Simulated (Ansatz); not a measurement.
**TiO2: response to strain**

Consider TiO$_{2}$ in the rutile structure (space group P4_2/mnm, No. 136).

```
TiO2
1.0
    4.54810     0.00000     0.00000
    0.00000     4.54810     0.00000
    0.00000     0.00000     2.91711
Ti O
2 4
Direct
  0.00000   0.00000   0.00000
  0.50000   0.50000   0.50000
  0.30396   0.30396   0.00000
  0.80396   0.19604   0.50000
  0.19604   0.80396   0.50000
  0.69604   0.69604   0.00000
```

Cartesian axes are those of the cell as printed.

Strains are applied to the cell and any free atomic positions relax.

Level of theory: LDA in Ansatz (plane waves to 420 eV, PAW, no SOC).

Notes on the quantities. energy relative to the base: free energy F.

```json
[
 {"case": "base", "band gap": "1.86 eV", "energy relative to the base": "0 meV/atom", "volume per atom": "10.06 Å³"},
 {"case": "uniaxial strain ε_zz = −3.00 %", "band gap": "1.91 eV", "energy relative to the base": "+16 meV/atom", "volume per atom": "9.76 Å³"},
 {"case": "uniaxial strain ε_zz = −2.40 %", "band gap": "1.90 eV", "energy relative to the base": "+10 meV/atom", "volume per atom": "9.82 Å³"},
 {"case": "uniaxial strain ε_zz = −1.80 %", "band gap": "1.89 eV", "energy relative to the base": "+5.6 meV/atom", "volume per atom": "9.88 Å³"},
 {"case": "uniaxial strain ε_zz = −1.20 %", "band gap": "1.88 eV", "energy relative to the base": "+2.4 meV/atom", "volume per atom": "9.94 Å³"},
 {"case": "uniaxial strain ε_zz = −0.60 %", "band gap": "1.87 eV", "energy relative to the base": "+0.6 meV/atom", "volume per atom": "10.00 Å³"}
]
```

Stability against distortions was not tested. The final runs are not spin-polarised.

Ansatz is a first-principles code.
